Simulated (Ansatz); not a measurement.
An Ansatz (an electronic-structure program) run: GaN with a change (uniaxial stress, 1 GPa tension along z); r2SCAN, PAW, 500 eV (Ansatz; no SOC), earlier PAW set.

Input:

Ansatz 0.2 input:
```yaml
crystal:
  lattice:
    - [0, 2.2490844297, 2.2490844297]
    - [2.2490844297, 0, 2.2490844297]
    - [2.2490844297, 2.2490844297, 0]
  atoms:
    - { symbol: N, position: [0.75, 0.75, 0.75] }
    - { symbol: Ga, position: [0, 0, 0] }
basis: { ecutwfc: 500, ecutrho_ratio: 4, xc_grid: 4, fft_grid_basis: typed }
kpoints: { mp_grid: { grid: [13, 13, 13] } }
hamiltonian:
  xc: r2scan
  dispersion: none
  pseudopotentials: { azcp: { folder: ./paw }, kind: paw }
scf: { occupations: { method: fermi_dirac, width: 0.05 } }
relax: { f_tol: 0.005, max_steps: 50, cell: { stress_tol: 0.01, sigma_target: [0, 0, -1, 0, 0, 0] } }
output: { forces: true, stress: true }
checkpoint: { write: state.ck, write_every: 1000 }
```

Output (explanatory and most iteration lines left out):

```
Relaxation: its limit of steps is 50 (relax.max_steps)
Pseudopotential: N, paw, valence charge 5
Pseudopotential: Ga, paw, valence charge 13
Crystal: 2 atoms, lattice volume = 22.753 Å³
Basis set: ecut = 500 eV, 561 PW (Γ), exchange–correlation on 96×96×96 points (64 copies of the dense FFT grid, shifted against one another)
Bands: 13, of which v1, the nominal top of the filled ones, is band 9 counted from 1 (8 counted from 0)
Symmetry: 8 space group operations
k-points: 196 of 2197 (time reversal used)
Functional: x = r2scan, c = r2scan; τ floored in thin density (d = 2e-4 eV/Å³)
SCF iter   1: F=—  HF=-4176.851784 eV  |F-HF|=—  |Δ(HF+E_count)|=         —  Δρ=1.16e-1  dr2=2.46e0  dr2_τ=2.86e-1  ethr=3.10e-3  ⟨swp⟩=4.3  Hψ=12742  notcnv=0
SCF iter   2: F=—  HF=-4176.406259 eV  |F-HF|=—  |Δ(HF+E_count)|=   4.46e-1  Δρ=5.47e-2  dr2=3.28e-1  dr2_τ=9.40e-2  ethr=3.10e-3  ⟨swp⟩=2.5  Hψ=6760  notcnv=0
SCF 1 converged in 8 iterations: F = -4176.376097 eV  dr2 = 1.46e-9
relax step   1: F+E_penalty+E_count = -4176.37609710 eV  Δ(F+E_penalty+E_count) = +0.000e0 eV  max|allowed force component| = 6.939e-18 eV/Å  Δτ_max = 0.0000 Å  P = -0.000 GPa  Ω = 22.753 Å³  (8 SCF iters, dr2 threshold 1.00e-7 eV, accepted)
[... steps on the carried basis left out ...]
relax step   4: F+E_penalty+E_count = -4176.37570694 eV  Δ(F+E_penalty+E_count) = -2.351e-5 eV  max|allowed force component| = 3.296e-17 eV/Å  Δτ_max = 0.0000 Å  P = -0.326 GPa  Ω = 22.791 Å³  stress off target by 9.18e-3 GPa  SCF on the basis re-selected at this cell (its energy is not comparable with the rows above)  (6 SCF iters)
SCF converged after 6 iterations
Free energy (F): -4176.375707 eV
Internal energy: -4176.375707 eV  (E = F + TS)
E sigma→0 (E₀):  -4176.375707 eV
Fermi energy:    10.563698 eV
--- Forces (eV/Å), atoms counted from 1 ---
  atom   1  N      0.00000000    -0.00000000     0.00000000
  atom   2  Ga    -0.00000000    -0.00000000     0.00000000
--- Stress (GPa, compression-positive) ---
        0.005947       0.000000      -0.000000
        0.000000       0.005947       0.000000
       -0.000000       0.000000      -0.990816
  P = ⅓ Tr σ = -0.3263 GPa (-3.263 kbar)
--- Relaxed structure (3 steps of the walk, 3 accepted, 1 SCFs on fresh bases) ---
  cell:  # Å, volume = 22.7910 Å³
    - [1.4091888278476867e-34, 2.244753431063493, 2.2615009308276766]
    - [2.244753431063493, 5.995023657453718e-34, 2.2615009308276766]
    - [2.244753431063493, 2.244753431063493, 7.6430580493433856e-34]
  atoms:
    - { symbol: N, position: [0.75, 0.75, 0.7499999999999998] }
    - { symbol: Ga, position: [4.281586584644426e-35, -1.2844759753933278e-34, -4.281586584644426e-35] }
```

Load acts through the strain it causes; cell and atoms are relaxed under it. sigma_target is in GPa, compression positive, in the order xx, yy, zz, yz, xz, xy. Stability under load was not tested beyond the relaxation. The cell was made from GaN in the zinc blende structure (space group F-43m, No. 216) by this change: uniaxial stress, 1 GPa tension along z. This is not the structure that GaN has at room temperature and ambient pressure.
